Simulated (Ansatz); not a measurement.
CsCl-type CoGa

Method: RPBE (plane waves, PAW; Ansatz, a quantum-chemistry and plane-wave program).

Run with plane-wave cutoff 520 eV, 20×20×20 k mesh, Fermi–Dirac smearing 0.05 eV, no spin polarisation, scalar-relativistic PAW data made under PBE.

Cell: relaxed at this level.

- volume per atom: 12.28 Å³/atom
- bulk modulus: 163 GPa
- lattice constant a: 2.907 Å
- band gap: zero (no gap)
- pressure derivative B′ of the bulk modulus: 4.8

Measured, for comparison: lattice constant a 2.878 Å (temperature not stated, copied from a table, unchecked, no zero-point or thermal correction; as tabulated in Monatshefte fuer Chemie und verwandte Teile anderer Wissenschaften 123, 509 (1992)). Computed (rounded) less measured: lattice constant a not scored (unchecked).

Spin–orbit coupling is not included.

The computed numbers hold no vibrational or temperature effects.

It cost about 60 core-seconds (a rough figure) of CPU time.
